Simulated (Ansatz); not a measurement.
The parent structure is ZnCu$_{2}$SnS$_{4}$ (space group I-4, No. 82; a = 5.317 Å, c = 10.643 Å). Axes: x, y, z lie along a, b, c of the conventional cell.

Level of theory: plane-wave PAW DFT at the LDA level (Ansatz, a quantum-chemistry and plane-wave program, 420 eV), scalar-relativistic without spin-orbit coupling.

Before the change:

- Pressure = 0.00 GPa
- Shortest interatomic distance = 2.245 Å
- Valence-band top at Γ = 0.00, -0.04, -0.04 eV

Modification: biaxial strain −2.25 %, plane normal [001], relaxed out of plane (Cartesian); in-plane vectors clamped, the third vector and the atoms free.

Question: Estimate the effect on the pressure.

Answer: The pressure (mean of the normal stresses, compression positive) goes from zero to 1.48 GPa.

Question: How does this affect the shortest interatomic distance?

Answer: The shortest interatomic distance drops by 0.0126 Å to 2.233 Å.

Question: Predict the new valence-band top at Γ.

Answer: The valence-band top at Γ (three highest levels, from the VBM) goes from 0.00, -0.04, -0.04 eV to 0.00, 0.00, -0.12 eV.

The levels and masses belong to the bands next to the band gap. Whether these cells are dynamically stable was not tested. All final runs are without spin polarisation.
